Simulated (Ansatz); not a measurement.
The reference is ZnSe in the zinc blende structure (space group F-43m, No. 216; a = 5.634 Å). Axes: x, y, z lie along the cube axes.

Calculations: PBEsol in Ansatz (plane waves to 420 eV, PAW, without spin-orbit coupling).

Strains are applied to the cell and any free atomic positions relax; under biaxial strain the out-of-plane vector relaxes too.

One change was made to it. Results:

```csv
quantity,base,after
shortest interatomic distance,2.439 Å,2.424 Å
energy relative to the base (free energy F),0 meV/atom,+14 meV/atom
band gap,1.24 eV,0.96 eV
```

Which change produced these results?
(A) strain tensor (xx, yy, zz, yz, xz, xy) = (−1.97, −1.53, −1.02, −0.16, +1.19, −0.88) %
(B) tensor shear ε_yz = +3.55 %
(C) biaxial strain +3.17 %, plane normal [110], relaxed out of plane

B, tensor shear ε_yz = +3.55 %. For comparison, the band gap in the other runs: strain tensor (xx, yy, zz, yz, xz, xy) = (−1.97, −1.53, −1.02, −0.16, +1.19, −0.88) % gives 1.31 eV; biaxial strain +3.17 %, plane normal [110], relaxed out of plane gives 0.86 eV.

A biaxial case was relaxed in a doubled cell and then solved in the primitive one. Semilocal Kohn–Sham gaps tend to fall short of experiment. Whether these cells are dynamically stable was not tested.

Ansatz is an electronic-structure program.
